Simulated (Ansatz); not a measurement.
## Zr2TlC (P6_3/mmc): resistivity and electron-phonon coupling

Consider the following.

```xyz
8
Lattice="3.3457 0.0000 0.0000 -1.6728 2.8974 0.0000 0.0000 0.0000 14.9063" Properties=species:S:1:pos:R:3 pbc="T T T"
Zr     0.0000     1.9316     8.6749
Zr     1.6728     0.9658     6.2314
Zr     1.6728     0.9658     1.2217
Zr     0.0000     1.9316    13.6846
Tl     0.0000     1.9316     3.7266
Tl     1.6728     0.9658    11.1798
C      0.0000     0.0000     0.0000
C      0.0000     0.0000     7.4532
```

All values below come from PBEsol, DFPT electron-phonon coupling, linearised Boltzmann equation (plane waves, PAW, scalar-relativistic; Ansatz, a first-principles code). Cell: relaxed with this functional, without spin-orbit coupling.

```yaml
resistivity at 300 K: 10.2 (x), 10.2 (y), 63 (z) μΩ·cm
resistivity at 77 K: 1.06 (x), 1.06 (y), 8.4 (z) μΩ·cm
electron mean free path at 300 K (weighted by the current that each state carries): 16.8 (x), 16.8 (y), 14.1 (z) nm
drude_plasma_energy: 4.5 (x), 4.5 (y), 1.72 (z) eV
```

A metal at this level (no band gap). Only scattering by harmonic phonons is included (no impurities, grain boundaries, electron-electron scattering or thermal expansion). Spin-orbit coupling is left out, which matters with elements this heavy. Halving the electron mesh (28x28x8) moves the resistivity by up to 7 % at 300 K, the mean free path by up to 8 %. Smearing 0.20 eV; phonons on a 5x5x1 q mesh, which this run doesn't test and which matters most at low temperature.

Computed structure with no diffraction record at hand here (it may be known, metastable or hypothetical): Zr2TlC (P6_3/mmc).
